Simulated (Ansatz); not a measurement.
A user runs Ansatz (an electronic-structure program) on Cs3Cu2F7 (I4/mmm, 12 atoms in the cell) and asks whether the run is sound. The aim is a self-consistent single point with DFT, PBE, plane waves, default PAW files.

Cell that was meant: a = 11.3540 Å, b = 11.3540 Å, c = 11.3540 Å, α = 158.71°, β = 158.71°, γ = 30.29°.

Part of the input:

Ansatz 0.2 input:
```yaml
  pseudopotentials: { kind: paw }
scf:
  occupations: { method: gaussian, width: 0.136 eV }
  convergence: { dr2_threshold: 1.0e-01 eV }
output:
  forces: true
  eigenvalues: true
```

Output, abridged:

```
   [... lines left out ...]
Symmetry: 16 space group operations
Space group: I4/mmm (ITA 139), of the structure as read, at distance tolerance 5.8e-5 Å
k-points: 30 of 216
Initial density: superposition of atomic densities (neutral atoms: chi_scale 0, normalization atom), corrected by the library's trained network
Initial wavefunctions: pseudopotential atomic-orbital guess
Eigensolver: davidson
Functional: x = pbe(κ = 0.804, μ = 0.2195149727645171), c = pbe(β = 0.06672455060314922)
SCF iter   1: F=—  HF=-35926.432022 eV  |F-HF|=—  |Δ(HF+E_count)|=         —  Δρ=4.09e-3  dr2=2.86e-2  ethr=1.77e-3  ⟨swp⟩=5.5  Hψ=7732  notcnv=0  defer=139
all-band conjugate gradients solve this SCF's bands
preconditioner: auto → LDOS
iter 2 did not close the SCF: its close was put off for the readings that it lacked (scf_convergence_deferred on its scf_iter line)
   [... lines left out ...]
SCF iter   6: F=-35926.425219 eV  HF=-35926.425571 eV  |F-HF|=3.53e-4  |Δ(HF+E_count)|=   2.80e-4  Δρ=5.02e-4  dr2=4.00e-4  ethr=1.50e-6  ⟨swp⟩=8.7  Hψ=11151  notcnv=0
solved again in the potential of the output density, not every published eigenvalue holds within its bar: 1318 eigenvalues moved, the lowest at band 0 …
SCF 1 converged in 6 iterations: F = -35926.425219 eV  dr2 = 4.00e-4
Free energy (F): -35926.425219 eV
Internal energy: -35926.368268 eV  (E = F + TS)
E sigma→0 (E₀):  -35926.396743 eV
Entropy (-TS):   -0.056950 eV (-4.746 meV/atom)
Fermi energy:    6.318097 eV
--- Forces (eV/Å), atoms counted from 1 ---
  atom   1  Cs    -0.00000000     0.00000000     0.00000000
  atom   2  Cs     0.00000000    -0.00000000    -0.28054118
  atom   3  Cs     0.00000000     0.00000000     0.28054118
  atom   4  Cu     0.00000000     0.00000000    -0.15778633
  atom   5  Cu     0.00000000     0.00000000     0.15778633
  atom   6  F      0.00000000     0.00000000     0.00000000
  atom   7  F      0.00000000     0.00000000    -0.07924998
   [... lines left out ...]
  atom  12  F      0.00000000     0.00000000     1.27060607
--- Stress (GPa, compression-positive) ---
        4.872825       0.000000       0.000000
        0.000000       4.872825       0.000000
        0.000000       0.000000       5.573775
  P = ⅓ Tr σ = 5.1065 GPa (51.065 kbar)
  The stress holds the Pulay correction. Without it, at fixed plane waves, as pw.x and ABINIT print it: P = 4.6410 GPa
```

Task: Is this run sound? If not, what is wrong?

Result: The compared values did not move, but the log warns. The input holds a convergence threshold that is too loose, which can do harm: a loop that stops early leaves an energy error of second order in the density error, but errors of first order in forces and stress. The run converged in 6 iterations, and against the sound input the free energy stays essentially unchanged (within 1 meV/atom), the pressure hardly changes (5.12 to 5.11 GPa) and the largest force hardly changes (1.269 to 1.271 eV/Å). The full log also holds (shortened here): “iter 2 did not close the SCF: its close was put off for the readings that it lacked (scf_convergence_deferred on its scf_iter line)” and “iter 3 did not close the SCF: its close was put off for the readings that it lacked (scf_convergence_deferred on its scf_iter line)”.

The sound input it was made from differs as follows (other fixes are possible):
```diff
-  convergence: { dr2_threshold: 1.0e-01 eV }
```

With that input, the run converged in 12 iterations: free energy E − TS (on the zero of these files) -35926.4255 eV; Fermi level (on the code's own zero) 6.31 eV; pressure 5.12 GPa; largest force (vector length) 1.269 eV/Å (DFT, PBE, plane waves, default PAW files).

On the sound input: the starting cell was generated: these elements placed on a structure prototype, without a prior relaxation; it need not be a known phase or ordering of this composition. Its lattice was rescaled by a random factor within 2.5 % of one. Spin polarisation is off, so a magnetic state, if there is one, cannot be reached. With a pressure of about 5 GPa the cell is away from its equilibrium volume at this level. Forces in this geometry exceed 1 eV/Å. Ansatz's pressure includes its estimate of the finite-basis (Pulay) stress. The run gives no clean gap (levels at the Fermi energy touch, overlap or are partly filled at this smearing), which alone does not show that the compound is a metal.
